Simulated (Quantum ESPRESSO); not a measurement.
Checking a run of Quantum ESPRESSO on Ta₂Co₃Ge (P6_3/mmc, 12 atoms in the cell). The aim is a self-consistent single point with DFT, PBEsol, plane waves, PSlibrary PAW (PBE) pseudopotentials.

Cell that was meant: a = 4.8498 Å, b = 4.8498 Å, c = 7.5809 Å, α = 90.00°, β = 90.00°, γ = 120.00°.

Part of the input:

```fortran
 ecutrho = 300
 occupations = 'smearing'
 smearing = 'methfessel-paxton'
 degauss = 0.136
 nspin = 2
 starting_magnetization(2) = 0.333
 input_dft = 'pbesol'
```

Output, abridged:

```
     file Ta.pbe-spn-kjpaw_psl.1.0.0.UPF: wavefunction(s)  6S 5P 5D renormalized
   [... lines left out ...]
        k(    1) = (   0.0000000   0.0000000   0.0000000), wk =   0.0092593
        k(    2) = (   0.0000000   0.0000000   0.2132437), wk =   0.0185185
        k(    3) = (   0.0000000   0.1924501   0.0000000), wk =   0.0555556
   [... 11 lines left out ...]

     Dense  grid:    91513 G-vectors     FFT dimensions: (  54,  54,  80)

     Smooth grid:    49811 G-vectors     FFT dimensions: (  45,  45,  72)

     Initial potential from superposition of free atoms

     starting charge     113.9935, renormalised to     114.0000
     Self-consistent Calculation

     iteration #  1     ecut=    50.00 Ry     beta= 0.40

     total energy              =   -4150.61418323 Ry
     estimated scf accuracy    <       3.04657216 Ry

     total magnetization       =     6.52 Bohr mag/cell
     absolute magnetization    =     6.76 Bohr mag/cell

     iteration #  2     ecut=    50.00 Ry     beta= 0.40

     total energy              =   -4149.39772342 Ry
     estimated scf accuracy    <      35.86171990 Ry

     total magnetization       =     8.41 Bohr mag/cell
     absolute magnetization    =    10.17 Bohr mag/cell

   [... lines left out ...]
     atom   3 (R=0.231)  charge= 10.3001  magn=  0.0001
     atom   4 (R=0.231)  charge= 10.3001  magn=  0.0001
     atom   5 (R=0.201)  charge=  7.4301  magn= -0.0003
     atom   6 (R=0.201)  charge=  7.4301  magn= -0.0003
     atom   7 (R=0.201)  charge=  7.4301  magn= -0.0003
     atom   8 (R=0.201)  charge=  7.4301  magn= -0.0003
     atom   9 (R=0.201)  charge=  7.4301  magn= -0.0003
     atom  10 (R=0.201)  charge=  7.4301  magn= -0.0003
     atom  11 (R=0.202)  charge=  1.9063  magn=  0.0000
     atom  12 (R=0.202)  charge=  1.9063  magn=  0.0000
     End of self-consistent calculation

     the Fermi energy is    16.8411 ev

!    total energy              =   -4152.11686990 Ry
     estimated scf accuracy    <          1.1E-11 Ry
     smearing contrib. (-TS)   =      -0.08906546 Ry
     internal energy E=F+TS    =   -4152.02780444 Ry

     total magnetization       =    -0.00 Bohr mag/cell
     absolute magnetization    =     0.00 Bohr mag/cell

     convergence has been achieved in  20 iterations

     Forces acting on atoms (cartesian axes, Ry/au):

     atom    1 type  1   force =     0.00000000    0.00000000   -0.00946455
     atom    2 type  1   force =    -0.00000000   -0.00000000    0.00946455
     atom    3 type  1   force =    -0.00000000   -0.00000000   -0.00946455
   [... lines left out ...]

     Total force =     0.046193     Total SCF correction =     0.000002

          total   stress  (Ry/bohr**3)                   (kbar)     P=      -15.97
  -0.00019740   0.00000000   0.00000000          -29.04        0.00        0.00
   0.00000000  -0.00019740  -0.00000000            0.00      -29.04       -0.00
   0.00000000  -0.00000000   0.00006902            0.00       -0.00       10.15

   JOB DONE.
```

### Question
Is anything amiss in this input, and did it matter?

### Answer
The run is not sound. The fault is an energy in the wrong unit. A bare number is read in the key's own unit, and eV, Ry (13.6 eV) and Ha (27.2 eV) lie far apart, so the setting ends up far from the one that was meant. To fix it, convert the value to the unit that the key expects. The run converged in 20 iterations without an error; against the sound input the free energy falls by 32.1 meV/atom, the pressure goes from -3.01 to -1.60 GPa and the largest force goes from 0.229 to 0.442 eV/Å. The full log also holds: “c_bands:  2 eigenvalues not converged”.

The sound input it was made from differs as follows (other fixes are possible):
```diff
- degauss = 0.136
+ degauss = 0.0099958
```

With that input, the run converged in 23 iterations: free energy E − TS -56492.0424 eV; Fermi level (on the code's own zero) 16.87 eV; pressure -3.01 GPa; largest force (vector length) 0.229 eV/Å; size of the cell's spin moment 0.00 μB (DFT, PBEsol, plane waves, PSlibrary PAW (PBE) pseudopotentials).

On the sound input: the starting cell comes from a database of computed structures (which also holds hypothetical and non-ambient phases and stackings), without a prior relaxation at this level. Spin-orbit coupling is off. The starting moments vanished: the run ended non-magnetic, which need not be the lowest state. With a pressure of about -3 GPa the cell is away from its equilibrium volume at this level.
